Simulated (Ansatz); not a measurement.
Functionals compared on OH on the 1x1 (110) surface of bcc W, one in a 2x2 cell, started at the site 'bridge W-W (span 3.2 Å)', in Ansatz (plane waves, PAW). The structure was relaxed with PBE; the other rows are single points on it, each with its references at the same level. Cutoff 420 eV (500 eV for r2SCAN).

Slab: 18 atoms, 6.6 Å thick at the start under the adsorbate (thin: gaps and levels are the slab's own); k 6x6x1, smearing 0.1 eV, dipole-corrected; 8 atoms held, the rest relaxed; no symmetry held; no spin, no spin-orbit, no U, no dispersion correction. At the end it is bonded to 3 W. In PBE it is, or lies within 0.03 eV of, the lowest of the starts that converged. These notes are the PBE run's. Adsorption energies are against H2O(g) − ½ H2(g). A negative adsorption energy means that the adsorbate is more stable on the surface than in its reference.

| functional | adsorption energy (eV) | work function of the top face (eV) | change of the work function (eV) | rough cost of the single point |
|---|---|---|---|---|
| PBE | -0.99 | 3.18 | -1.64 | – |
| RPBE | ___ | ___ | ___ | roughly 5 core-minutes |
| r2SCAN | -1.28 | 3.19 | -1.70 | around 8 core-minutes (rough) |

Question: Fill in the missing entries.

Answer: 
- RPBE, adsorption energy (eV): -0.73
- RPBE, work function of the top face (eV): 3.07
- RPBE, change of the work function (eV): -1.61

Ansatz is a first-principles code.
